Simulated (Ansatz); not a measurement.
Short convergence ladders for LaPb3 (P4mm, 4 atoms in the cell)

```yaml
crystal:
  lattice:
    - [4.93347, 0.00000, 0.00000]
    - [0.00000, 4.93347, 0.00000]
    - [0.00000, 0.00000, 4.93347]
  atoms:
    - { symbol: La, position: [0.00000, 0.00000, 0.01013] }
    - { symbol: Pb, position: [0.00000, 0.50000, 0.50000] }
    - { symbol: Pb, position: [0.50000, 0.00000, 0.50000] }
    - { symbol: Pb, position: [0.50000, 0.50000, 0.00000] }
```

Base method: LDA (PW92), default PAW files made with PBE (plane waves; Ansatz, a quantum-chemistry and plane-wave program).

Base settings: basis.ecutwfc = 420 eV; kpoints.mp_grid.grid = 7 7 7; hamiltonian.xc = lda; hamiltonian.pseudopotentials = {kind: paw} (the program's default PAW files); scf.occupations.method = gaussian; scf.occupations.width = 0.1 eV.

The count of work is k-points × plane waves × bands × iterations; it is no time. Core times come from one kind of shared machine, to one figure; runs under 30 s give none.

**The k-point mesh at a smearing width of 0.02 eV**

In this ladder: scf.occupations.width = 0.02 eV.

Only quantities that move along the ladder and can be compared are tabulated.

```csv
kpoints.mp_grid.grid,free energy less the last step's (meV/atom),pressure (GPa),largest difference of a force vector from the last step's (eV/Å),count of work / last,core time / last (rough)
3 3 3,4.88,-3.86,0.036,0.015,–
4 4 4,28.32,-2.74,0.046,0.044,–
5 5 5,-11.68,-3.22,0.000,0.044,–
6 6 6,-4.05,-3.31,0.004,0.099,–
7 7 7,-10.47,-3.30,0.006,0.099,–
9 9 9,-4.45,-3.26,0.004,0.19,0.2
11 11 11,-0.63,-3.27,0.002,0.31,0.3
16 16 16,0.00,-3.27,0.000,1.0,1
```

Coarsest kpoints.mp_grid.grid that holds the pressure within 0.05 GPa of the last step, with all finer ones: 6 6 6, at 0.099 of the last step's count of work; the step before is off by 0.05 GPa.

Coarsest kpoints.mp_grid.grid that holds the free energy within 2 meV/atom of the last step, with all finer ones: 11 11 11, at 0.31 of the last step's count of work and about 0.3 of the last step's time; the step before is off by 4.5 meV/atom.

Coarsest kpoints.mp_grid.grid that holds the forces within 0.01 eV/Å of the last step, with all finer ones: 5 5 5, at 0.044 of the last step's count of work; the step before is off by 0.046 eV/Å.

**The width of Fermi-Dirac smearing**

In this ladder: kpoints.mp_grid.grid = 12 12 12; scf.occupations.method = fermi_dirac.

Narrow widths need finer meshes than wide ones, so the last steps can hold mesh noise.

Only quantities that move along the ladder and can be compared are tabulated; pressure and forces are left out, as mesh noise rules them at narrow widths.

```tsv
scf.occupations.width	free energy less the last step's (meV/atom)	energy extrapolated to zero width less the last step's (meV/atom)	core time / last (rough)
1 eV	-1176.13	14.49	2
0.5 eV	-274.02	15.68	2
0.3 eV	-93.20	0.14	2
0.2 eV	-40.67	-2.38	1
0.1 eV	-8.83	-0.67	1.0
0.05 eV	0.00	0.00	1
```

Widest scf.occupations.width that holds the free energy within 5 meV/atom: not settled: the last two steps still differ by 8.8 meV/atom, over half the tolerance, so the ladder does not show it.

Widest scf.occupations.width that holds the energy extrapolated to zero width within 2 meV/atom of the last step, with all finer ones: 0.1 eV; the step before is off by 2.4 meV/atom.

The extrapolation to zero width removes most of the smearing's effect on the energy.

**The width of cold smearing**

In this ladder: kpoints.mp_grid.grid = 12 12 12; scf.occupations.method = cold.

Narrow widths need finer meshes than wide ones, so the last steps can hold mesh noise.

Only quantities that move along the ladder and can be compared are tabulated; pressure and forces are left out, as mesh noise rules them at narrow widths.

```csv
scf.occupations.width,free energy less the last step's (meV/atom),core time / last (rough)
1 eV,-5.79,1
0.5 eV,-8.46,1.0
0.3 eV,-3.53,1.0
0.2 eV,-1.42,1.0
0.1 eV,-0.22,1.0
0.05 eV,0.00,1
```

Widest scf.occupations.width that holds the free energy within 5 meV/atom of the last step, with all finer ones: 0.3 eV; the step before is off by 8.5 meV/atom.

On the base run: the starting cell comes from a database of computed structures (which also holds hypothetical and non-ambient phases and stackings), without a prior relaxation at this level. Its lattice was rescaled by up to half a per cent. One atom was moved a little off its site on purpose. In the base run, with a pressure of about -3 GPa the cell is away from its equilibrium volume at this level. Ansatz's pressure includes its estimate of the finite-basis (Pulay) stress.

Left out of this page: 4 runs of the series outside the window shown, repeating another row's setting, or not comparable.

Keys are those of Ansatz 0.2.
